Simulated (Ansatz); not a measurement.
Input and output of a self-consistent single point for Sc (P-1, 1 atom in the cell) (Ansatz, a quantum-chemistry and plane-wave program).

Method of the run: PBEsol, default PAW files made with PBE (plane waves; Ansatz).

```yaml
crystal:
  lattice:
    - [3.14753, 0.00000, 0.00000]
    - [1.47657, 2.79579, 0.00000]
    - [1.52266, 0.91070, 2.62872]
  atoms:
    - { symbol: Sc, position: [0.00000, 0.00000, 0.00000] }
```

Reference input (self-consistent single point, DFT, PBEsol, plane waves, default PAW files made with PBE): basis.ecutwfc = 420 eV; kpoints.mp_grid.grid = 12 12 12; hamiltonian.xc = pbesol; hamiltonian.pseudopotentials = {kind: paw} (the program's default PAW files); scf.occupations.method = methfessel_paxton; scf.occupations.width = 0.05 eV. This run's input differs from it in these lines:

Ansatz 0.2 input:
```diff
@@ -10,3 +10,3 @@
 kpoints:
-  mp_grid: { grid: [12, 12, 12] }
+  mp_grid: { grid: [30, 30, 30] }
 hamiltonian:
```

Output (repeated stretches shortened):

```
SCF iter   1: F=—  HF=-2111.316965 eV  |F-HF|=—  |Δ(HF+E_count)|=         —  Δρ=3.64e-3  dr2=2.23e-3  ethr=1.77e-3  ⟨swp⟩=4.1  Hψ=698571  notcnv=0
all-band conjugate gradients solve this SCF's bands
preconditioner: auto → none
SCF iter   2: F=—  HF=-2111.315885 eV  |F-HF|=—  |Δ(HF+E_count)|=   1.08e-3  S|Δr|=    0.00e0  Δρ=1.49e-3  dr2=3.55e-4  ethr=2.03e-5  ⟨swp⟩=3.0  Hψ=345926  notcnv=0  defer=3709
SCF iter   3: F=—  HF=-2111.315824 eV  |F-HF|=—  |Δ(HF+E_count)|=   6.08e-5  S|Δr|=    0.00e0  Δρ=2.45e-4  dr2=7.96e-6  ethr=3.23e-6  ⟨swp⟩=2.5  Hψ=198529  notcnv=0  defer=3709
SCF iter   4: F=—  HF=-2111.315830 eV  |F-HF|=—  |Δ(HF+E_count)|=   5.80e-6  S|Δr|=    0.00e0  Δρ=6.74e-5  dr2=9.19e-7  ethr=7.24e-8  ⟨swp⟩=2.1  Hψ=193269  notcnv=0  defer=3709
SCF iter   5: F=-2111.315829 eV  HF=-2111.315829 eV  |F-HF|=1.01e-9  |Δ(HF+E_count)|=   2.52e-7  S|Δr|=    0.00e0  Δρ=7.01e-6  dr2=5.09e-9  ethr=9.09e-10  ⟨swp⟩=2.6  Hψ=512186  notcnv=0
SCF 1 converged in 5 iterations: F = -2111.315829 eV  dr2 = 5.09e-9
Stability not checked (fill_not_monotonic)
Free energy (F): -2111.315829 eV
Internal energy: -2111.315799 eV  (E = F + TS)
E sigma→0 (E₀):  -2111.315822 eV
Entropy (-TS):   -0.000030 eV (-0.030 meV/atom)
Fermi energy:    9.950771 eV
--- Forces (eV/Å), atoms counted from 1 ---
  atom   1  Sc     0.00000000     0.00000000     0.00000000
--- Stress (GPa, compression-positive) ---
        2.149693       1.122609       0.544176
        1.122609       0.509527       0.468190
        0.544176       0.468190       0.549250
  P = ⅓ Tr σ = 1.0695 GPa (10.695 kbar)
  The stress holds the Pulay correction. Without it, at fixed plane waves, as pw.x and ABINIT print it: P = 1.0567 GPa
```

The run converged in 5 iterations. Against the reference run the free energy stays essentially unchanged (within 1 meV/atom) and the pressure goes from 1.20 to 1.07 GPa.

The starting cell comes from a database of computed structures (which also holds hypothetical and non-ambient phases and stackings), without a prior relaxation at this level. Its lattice was rescaled by a random factor within 2.5 % of one. Ansatz's pressure includes its estimate of the finite-basis (Pulay) stress.

Cost on one core of a shared machine: roughly 2 min.
